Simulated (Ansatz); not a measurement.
The starting structures come from a database of crystals and need not be the phases stable at ambient conditions.

The decay constant κ of evanescent states in the gap governs leakage through a thin film.

```
ZrO2
1.0
    4.01520     0.00000     0.00000
    0.00000    10.69177     0.00000
    2.00760     5.34588     2.00760
Zr O
2 4
Direct
  0.00000   0.00000   0.00000
  0.50000   0.75000   0.00000
  0.00000   0.20161   0.00000
  0.50000   0.95161   0.00000
  0.50000   0.54839   0.00000
  0.00000   0.79839   0.00000
```

Space group of this cell: I4_1/amd, anatase. The cell is taken as given.

Transport runs along the normal of the first two printed cell vectors, the (100) plane of the conventional cell.

The gap is the functional's own. No spin-orbit coupling. Mid-gap values are interpolated on the energy grid.

Question: Compute, with r2SCAN (Ansatz, an electronic-structure program), the band gap and the smallest decay constant κ at mid-gap.

Answer: Gap 4.49 eV on a 14×14×14 mesh; κ = 0.388 1/Å, at the zone centre.
